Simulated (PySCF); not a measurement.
PySCF 2.14.0, PBE0/def2-svp, df: Zr(Cl)2(OH)2 ([OH][Zr]([OH])([Cl])[Cl]), 7 atoms. The geometry is a generated start, not checked to be a minimum at this level.

```yaml
task: energy
method: pbe0
basis: def2-svp
two_electron_scheme: density fitting
mol.max_memory: 3000 MB
mf.max_cycle: 100
mf.conv_tol: 1e-09 (default)
mf.grids.level: 3 (default)
effective_core_potentials: those of the basis set, past Kr
basis_functions: 105
grid_points: 107936
```

```xyz
7

Zr     0.3402     0.1297    -0.0228
Cl     2.3905     0.8320    -0.7096
Cl     0.8193    -0.7246     2.0282
O     -0.2423    -1.3635    -0.9377
H     -0.6819    -2.2144    -0.8181
O     -0.8573     1.5152     0.2146
H     -1.7685     1.8257     0.2454
```

Charge 0 and multiplicity 1 are set for this test and not shown to be the ground state.

With the defaults (mf.DIIS = CDIIS, mf.diis = true, mf.damp = 0, mf.diis_start_cycle = 1, mf.level_shift = 0, newton = off, mf.diis_space = 8, mf.init_guess = minao) it converges in 13 Fock builds. One run each on 2 threads, 1 BLAS thread, with these changes:
- mf.DIIS = EDIIS
- mf.level_shift = 0.3 Hartree
- mf.diis = false
- mf.DIIS = ADIIS
- mf.diis_space = 3
- mf.diis_space = 5
- mf.damp = 0.7, mf.diis_start_cycle = 8
- mf.init_guess = atom
- newton = Hessian by the SCF's own integrals

Task: Which runs fail or end elsewhere than the default run?

Result: No convergence: mf.DIIS = EDIIS; mf.diis = false (the run ends without SCF convergence in 100 cycles). The rest reach the solution of the defaults.

```tsv
setting	Fock builds	end
the defaults	13	same solution
mf.init_guess = atom	13	same solution
mf.diis_space = 5	14	same solution
mf.damp = 0.7, mf.diis_start_cycle = 8	16	same solution
mf.level_shift = 0.3 Hartree	16	same solution
mf.diis_space = 3	17	same solution
mf.DIIS = ADIIS	20	same solution
newton = Hessian by the SCF's own integrals	31	same solution
mf.DIIS = EDIIS	101	no convergence
mf.diis = false	101	no convergence
```

Under newton the count holds the products with the orbital Hessian.
